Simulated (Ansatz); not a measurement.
## Band gaps of nitrides: HSE06 from PBE

Kohn-Sham band gaps in eV, highest filled to lowest empty level on each run's k-point mesh, so edges off the mesh make the true gap smaller. Crystals with no clear gap at one or both levels aren't in the table, nor are crystals whose gap moves by over 0.03 eV on the hybrid's coarser mesh, compounds of V to Ni run without spin or salts with parallel moments, so the line says nothing of them. A dispersion term ran beside these levels; it doesn't touch the electrons. The runs are scalar-relativistic, without spin-orbit coupling.

All numbers come from Ansatz (an electronic-structure program), plane waves with PAW, its PAW set soft_1, cutoff 420 eV. The structures are at rest with PBE; other levels are single points on them. HSE06 runs on coarser k-point meshes, which give the PBE gaps of the finer ones within 0.03 eV. Neutral cells; Fermi-Dirac smearing of at most 0.05 eV in the solids, energies taken to zero width. The lattices are those relaxed with PBE, so at other levels the solids can be strained, which adds to the spread.

```csv
crystal,PBE,HSE06
"BN (zinc blende, F-43m)",4.46,5.77
Si3N4 (P6₃/m),4.25,(withheld)
"AlN (zinc blende, F-43m)",3.31,4.53
"GaN (zinc blende, F-43m)",1.54,2.75
"GaN (wurtzite, P6₃mc)",1.71,2.94
"AlN (wurtzite, P6₃mc)",4.04,5.39
```

Task: Use a least-squares line through the complete rows, the HSE06 gap on the PBE gap, to estimate the missing value.

Result: With x = the PBE gap and y = the HSE06 gap, the five complete rows give Σx = 15.06, Σy = 21.38, Σx² = 52.4650, Σxy = 71.7665. The slope is b = (nΣxy − ΣxΣy)/(nΣx² − (Σx)²) = 1.037 and the intercept a = (Σy − bΣx)/n = 1.153 eV. The fitted rows themselves scatter about the line by 0.03 eV (root mean square; median size 0.01), most for AlN (zinc blende, F-43m) (-0.06). For Si3N4 (P6₃/m), x = 4.25 gives y = 1.153 + (1.037) × (4.25) = 5.56 eV. The run itself gives 5.69 eV, so the line misses by 0.13 eV.
